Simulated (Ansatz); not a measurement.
## A computed series for GaSb: response to strain

Consider GaSb in the zinc blende structure (space group F-43m, No. 216).

```xyz
2
Lattice="0.0000 3.0557 3.0557 3.0557 0.0000 3.0557 3.0557 3.0557 0.0000" Properties=species:S:1:pos:R:3 pbc="T T T"
Sb     4.5836     4.5836     4.5836
Ga     0.0000     0.0000     0.0000
```

Cartesian axes are those of the cell as printed.

Strains are applied to the cell and any free atomic positions relax; under biaxial strain the out-of-plane vector relaxes too.

Levels (all Ansatz, an electronic-structure program, PAW): PBEsol (420 eV, spin-orbit coupling left out); r2SCAN (500 eV, no spin-orbit coupling); HSE06 (420 eV, no SOC).

Band gaps by level, all at the geometries relaxed with PBEsol:

```json
[
 {"case": "base", "PBEsol": "zero", "r2SCAN": "0.49 eV", "HSE06": "–"},
 {"case": "biaxial strain −1.63 %, plane normal [110], relaxed out of plane", "PBEsol": "0.09 eV", "r2SCAN": "?", "HSE06": "–"},
 {"case": "isotropic strain −1.61 %", "PBEsol": "0.35 eV", "r2SCAN": "0.82 eV", "HSE06": "1.16 eV"},
 {"case": "isotropic strain −1.59 %", "PBEsol": "0.35 eV", "r2SCAN": "0.82 eV", "HSE06": "1.16 eV"},
 {"case": "isotropic strain +1.16 %", "PBEsol": "zero", "r2SCAN": "0.23 eV", "HSE06": "–"},
 {"case": "uniaxial strain ε_zz = −3.04 %", "PBEsol": "0.10 eV", "r2SCAN": "?", "HSE06": "0.97 eV"}
]
```

### Question
What belongs in the blanks?

### Answer

- biaxial strain −1.63 %, plane normal [110], relaxed out of plane, r2SCAN: 0.52 eV
- uniaxial strain ε_zz = −3.04 %, r2SCAN: 0.60 eV

Single points use the geometry relaxed with PBEsol. Spin-orbit coupling, missing from the scalar runs, can matter with Sb. Stability against distortions was not tested. All final runs are without spin polarisation. A zero or small gap of GaSb can be the functional's error rather than a property of the material.
